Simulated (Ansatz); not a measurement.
System: N vacancy in wurtzite AlN (charge state +3). Calculation: PBE, PAW (plane waves to 420 eV; Ansatz, a first-principles code).

Settings: 192 host sites, the relaxed PBE lattice, the Γ point alone, smearing 0.01 eV, spin-restricted, no image-charge correction. Static, classical nuclei. The charge state is imposed; whether it is stable for some Fermi level was not computed. Forms of the defect that were not tried may lie lower.

Barriers: single points on a 2×2×2 k-point mesh shifted by half a step along c at the bands' geometries (they differ from the bands' own by up to 0.06 eV, and are uncertain by about as much).

A. a nearby N atom hops onto the vacant site; the atom moves 3.13 Å along (-0.68, -0.34, 0.51) of the unit cell; the moving atom starts with neighbours Al at 1.84, 2 Al at 1.90, Al at 1.96 Å and ends with Al at 1.83, Al at 1.90, 2 Al at 1.95 Å; saddle order not checked.
B. a nearby N atom hops onto the vacant site; the atom moves 3.15 Å along (-1.01, 0.00, 0.00) of the unit cell; the moving atom starts with neighbours Al at 1.82, Al at 1.91, Al at 1.93, Al at 1.94 Å and ends with Al at 1.82, Al at 1.91, Al at 1.93, Al at 1.94 Å; saddle order not checked, on a symmetry element.

A band can be held on a symmetry element, so unchecked saddle points there may be too high.

Question: Rank these by forward barrier (lowest first), as PBE, PAW gives it.

Answer: A (2.79 eV), B (2.96 eV)
